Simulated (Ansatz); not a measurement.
**GaAs in the rock salt structure (space group Fm-3m, No. 225; a hypothetical phase, not in the database extracts checked)**

```cif
data_As4Ga4
_chemical_formula_sum 'Ga4 As4'
_space_group_name_H-M_alt 'Fm-3m'
_space_group_IT_number 225
_space_group_name_Hall '-F 4 2 3'
_cell_length_a 5.31484
_cell_length_b 5.31484
_cell_length_c 5.31484
_cell_angle_alpha 90.000
_cell_angle_beta 90.000
_cell_angle_gamma 90.000
loop_
_atom_site_label
_atom_site_type_symbol
_atom_site_symmetry_multiplicity
_atom_site_Wyckoff_symbol
_atom_site_fract_x
_atom_site_fract_y
_atom_site_fract_z
_atom_site_occupancy
Ga1 Ga 4 a 0.00000 0.00000 0.00000 1
As1 As 4 b 0.50000 0.50000 0.50000 1
```
(The calculation used a cell of 2 atoms; values per cell refer to that cell.)

Method: DFT with PBE-D3(BJ), PAW potentials and a 420 eV plane-wave cutoff in Ansatz (a program for electronic structure), without spin-orbit coupling. Γ-centred 15×15×15 mesh, Fermi–Dirac width 0.05 eV.

| Property | Result |
|---|---|
| Volume per atom | 18.77 Å³ |
| Density | 6.40 g/cm³ |
| Band gap | zero |
| Total energy | -4319.986 eV/atom (σ→0; compares only within this code and set-up) |

No phonon test of stability was made. The base started in Pnma and relaxed to Fm-3m at this level. All final runs are without spin polarisation.
